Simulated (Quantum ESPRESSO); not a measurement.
**Variants of one calculation on Mg14CuSi (P-6m2, 16 atoms in the cell)**

```cif
data_CuMg14Si
_chemical_formula_sum 'Mg14 Si1 Cu1'
_space_group_name_H-M_alt 'P 1'
_space_group_IT_number 1
_cell_length_a 6.17319
_cell_length_b 6.17319
_cell_length_c 10.18397
_cell_angle_alpha 90.000
_cell_angle_beta 90.000
_cell_angle_gamma 120.000
loop_
_space_group_symop_operation_xyz
  'x, y, z'
loop_
_atom_site_label
_atom_site_type_symbol
_atom_site_fract_x
_atom_site_fract_y
_atom_site_fract_z
_atom_site_occupancy
Mg1 Mg 0.99900 0.49950 0.00000 1
Mg2 Mg 0.50050 0.00100 0.00000 1
Mg3 Mg 0.50050 0.49950 0.00000 1
Mg4 Mg 0.99943 0.49972 0.50000 1
Mg5 Mg 0.50028 0.00057 0.50000 1
Mg6 Mg 0.50028 0.49972 0.50000 1
Mg7 Mg 0.16236 0.83764 0.24745 1
Mg8 Mg 0.67528 0.83764 0.75255 1
Mg9 Mg 0.16236 0.32472 0.24745 1
Mg10 Mg 0.16236 0.83764 0.75255 1
Mg11 Mg 0.67528 0.83764 0.24745 1
Mg12 Mg 0.16236 0.32472 0.75255 1
Mg13 Mg 0.66667 0.33333 0.24844 1
Mg14 Mg 0.66667 0.33333 0.75156 1
Si1 Si 0.00000 0.00000 0.50000 1
Cu1 Cu 0.00000 0.00000 0.00000 1
```

Base run A: Quantum ESPRESSO with PBEsol, SSSP 1.1.2 efficiency (PBE) pseudopotentials, self-consistent single point.

Its settings: ecutwfc = 50 Ry; ecutrho = 400 Ry; occupations = smearing; smearing = marzari-vanderbilt; degauss = 0.0073499 Ry; input_dft = pbesol; K_POINTS = automatic 8 8 5 0 0 0; conv_thr = 1e-10 Ry.

The starting cell comes from a database of computed structures (which also holds hypothetical and non-ambient phases and stackings), without a prior relaxation at this level. Spin polarisation is off.

ΔF is the free energy per atom less that of run A. 

Runs:
- B: K_POINTS: automatic 8 8 5 0 0 0 → automatic 6 6 3 0 0 0
- C: degauss: 0.0073499 Ry → 0.000146997 Ry
- D: occupations: smearing → tetrahedra_opt; smearing: marzari-vanderbilt → default; degauss: 0.0073499 Ry → default
- E: degauss: 0.0073499 Ry → 0.02205 Ry
- F: K_POINTS: automatic 8 8 5 0 0 0 → automatic 7 7 4 0 0 0
- G: nbnd: default → 34

```tsv
run	ΔF (meV/atom)	pressure (GPa)	largest force (eV/Å)	k-points
A	0.00	-0.83	0.088	30
B	-2.0	-0.89	0.126	14
C	0.00	-0.85	0.086	30
D	1.79	-0.84	0.092	30
E	-0.51	-0.84	0.089	30
F	3.1	-0.83	0.077	24
G	-0.02	-0.83	0.088	30
```

Run F against A: The free energy goes up by 3.1 meV/atom, the pressure stays at -0.83 GPa and the largest force goes from 0.088 to 0.077 eV/Å.

Run C against A: The free energy is nearly the same (within 1 meV/atom), the pressure hardly changes (-0.83 to -0.85 GPa) and the largest force moves little (0.088 to 0.086 eV/Å).
